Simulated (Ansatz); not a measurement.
Inside the gap of an insulator the Bloch states are evanescent, with a wavenumber k + iκ along the transport direction.

Given:

```xyz
8
Lattice="4.7832 0.0000 0.0000 0.0000 9.5671 0.0000 2.3916 0.0000 2.3917" Properties=species:S:1:pos:R:3 pbc="T T T"
Ca     2.3916     1.1959     1.1958
Ca     4.7832     8.3712     1.1959
Ca     2.3916     5.9794     1.1959
Ca     4.7832     3.5877     1.1958
O      2.3916     3.5877     1.1959
O      4.7832     5.9795     1.1958
O      2.3916     8.3712     1.1958
O      4.7832     1.1959     1.1959
```

Space group of this cell: Fm-3m, rock salt. The cell was relaxed by PBE-D3(BJ); by r2SCAN its mean pressure is 0.9 GPa.

Transport runs along the normal of the first two printed cell vectors, the (010) plane of the conventional cell.

The gap is the functional's own, uncorrected, and κ follows it; spin-orbit coupling is left out. Mid-gap values are interpolated between the computed energies.

Question: State the band gap and the smallest decay constant κ at mid-gap according to r2SCAN (Ansatz, a program for electronic structure).

Answer: Gap 4.20 eV on a 12×4×12 mesh; κ = 0.325 1/Å, at the zone centre.
